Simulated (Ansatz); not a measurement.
Take ZrS$_{2}$ in the CdI2 type structure (space group P-3m1, No. 164; layered, stacked along the Cartesian z axis) as the base.

```yaml
crystal:
  lattice:
    - [3.57807, 0.00000, 0.00000]
    - [-1.78903, 3.09870, 0.00000]
    - [0.00000, 0.00000, 5.53982]
  atoms:
    - { symbol: Zr, position: [0.00000, 0.00000, 0.00000] }
    - { symbol: S, position: [0.33333, 0.66667, 0.26475] }
    - { symbol: S, position: [0.66667, 0.33333, 0.73525] }
```

Cartesian axes are those of the cell as printed.

Levels (all Ansatz, a first-principles code, PAW): PBEsol-D3(BJ) (420 eV, no SOC); HSE06 (420 eV, scalar-relativistic without spin-orbit coupling).

Its gap is 0.29 eV with PBEsol-D3(BJ) and 1.09 eV with HSE06.

Perturbation: compressive biaxial strain of 0.84 % in the plane normal to [001], as in epitaxy on a mismatched substrate; the out-of-plane cell vector and the atoms relax.

With PBEsol-D3(BJ) the gap becomes 0.22 eV.

If the HSE06 correction stayed the same, what would the HSE06 gap be, and what does the HSE06 run give?

A rigid correction of +0.80 eV gives 1.02 eV. The HSE06 run gives 1.01 eV, so the two effects roughly add.

Single points use the geometry relaxed with PBEsol-D3(BJ). HSE06 gaps are upper bounds (no full band path). Whether these cells are dynamically stable was not tested. A zero or small gap of ZrS2 can be the functional's error rather than a property of the material.
